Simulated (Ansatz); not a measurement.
The reference is Y in the hcp (Mg type) structure (space group P6_3/mmc, No. 194; a = 3.652 Å, c = 5.703 Å; relaxed with 0.1 eV smearing). Axes: x lies along a and z along c of the hexagonal cell.

Level of theory: plane-wave PAW DFT at the PBE level (Ansatz, a quantum-chemistry and plane-wave program, 420 eV), scalar-relativistic without spin-orbit coupling.

Base values:

- Pressure: 0.0 GPa

One thing is altered: uniaxial strain ε_zz = −2.50 %, all other strain components held at zero, atoms relaxed at fixed cell.

**Question.** What does the calculation give for the pressure after the change?

**Answer.** The pressure (mean of the normal stresses, compression positive) goes from zero to 1.1 GPa.

No phonon test of stability was made. The final runs are not spin-polarised.
